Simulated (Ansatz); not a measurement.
Band structure of Na (Im-3m, 1 atom in the cell).

```
CELL_PARAMETERS angstrom
     -2.08298     2.08298     2.08298
      2.08298    -2.08298     2.08298
      2.08298     2.08298    -2.08298
ATOMIC_POSITIONS crystal
  Na 0.00000 0.00000 0.00000
```

Level of theory: PBE (plane waves, PAW; Ansatz, an electronic-structure program).

Settings: kpoints.mp_grid.grid = 8 8 8; hamiltonian.xc = pbe; hamiltonian.pseudopotentials = {kind: paw} (the program's default PAW files); scf.occupations.method = fermi_dirac; scf.occupations.width = 0.1 eV; kpoints.band_path.npoints = 8.

The starting cell comes from a database of computed structures (which also holds hypothetical and non-ambient phases and stackings), without a prior relaxation at this level. Its lattice was rescaled by a random factor within 2.5 % of one.

Levels in eV from the Fermi level, bands 1 to 8:
```json
[
 {"point": "Γ", "1": "-53.02", "2": "-24.92", "3": "-24.92", "4": "-24.92", "5": "-3.37", "6": "11.86", "7": "11.86", "8": "11.86"},
 {"point": "H", "1": "-53.01", "2": "-24.95", "3": "-24.95", "4": "-24.95", "5": "4.52", "6": "4.52", "7": "4.94", "8": "4.94"},
 {"point": "N", "1": "-53.02", "2": "-24.96", "3": "-24.93", "4": "-24.92", "5": "0.72", "6": "1.21", "7": "8.27", "8": "9.29"},
 {"point": "P", "1": "-53.01", "2": "-24.94", "3": "-24.94", "4": "-24.94", "5": "2.71", "6": "2.71", "7": "2.71", "8": "4.45"}
]
```

Bands cross the Fermi level along this path, so the cell is metallic at this level.

Keys are those of Ansatz 0.2.
